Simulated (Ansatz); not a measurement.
The starting structures come from a database of crystals and need not be the phases stable at ambient conditions.

The decay constant κ of evanescent states in the gap governs leakage through a thin film.

Given:

```yaml
crystal:
  lattice:
    - [6.94393, 0.00000, 0.00000]
    - [-0.34692, 8.20713, 0.00000]
    - [1.36521, 0.46685, 4.68473]
  atoms:
    - { symbol: Mg, position: [0.50000, 0.00000, 0.00000] }
    - { symbol: Mg, position: [0.00000, 0.50000, 0.50000] }
    - { symbol: S, position: [0.35410, 0.23250, 0.50590] }
    - { symbol: S, position: [0.64590, 0.76750, 0.49410] }
    - { symbol: S, position: [0.74950, 0.31190, 0.13090] }
    - { symbol: S, position: [0.25050, 0.68810, 0.86910] }
    - { symbol: O, position: [0.43950, 0.18380, 0.73300] }
    - { symbol: O, position: [0.56050, 0.81620, 0.26700] }
    - { symbol: O, position: [0.31880, 0.10190, 0.34330] }
    - { symbol: O, position: [0.68120, 0.89810, 0.65670] }
    - { symbol: O, position: [0.18890, 0.33350, 0.59080] }
    - { symbol: O, position: [0.81110, 0.66650, 0.40920] }
    - { symbol: O, position: [0.52190, 0.36180, 0.28450] }
    - { symbol: O, position: [0.47810, 0.63820, 0.71550] }
    - { symbol: O, position: [0.80860, 0.43790, 0.89730] }
    - { symbol: O, position: [0.19140, 0.56210, 0.10270] }
    - { symbol: O, position: [0.85820, 0.32120, 0.34000] }
    - { symbol: O, position: [0.14180, 0.67880, 0.66000] }
    - { symbol: O, position: [0.72910, 0.14810, 0.05310] }
    - { symbol: O, position: [0.27090, 0.85190, 0.94690] }
```

Space group of this cell: P-1. The cell is taken as given; by r2SCAN its mean pressure is 1.9 GPa.

Transport runs along the normal of the first two printed cell vectors.

The gap is the functional's own. No spin-orbit coupling. Mid-gap values are interpolated on the energy grid.

Estimate the band gap and the smallest decay constant κ at mid-gap that Ansatz (a quantum-chemistry and plane-wave program) with r2SCAN returns for this system.

Gap 6.74 eV on a 6×4×6 mesh; κ = 0.556 1/Å, at the zone centre.
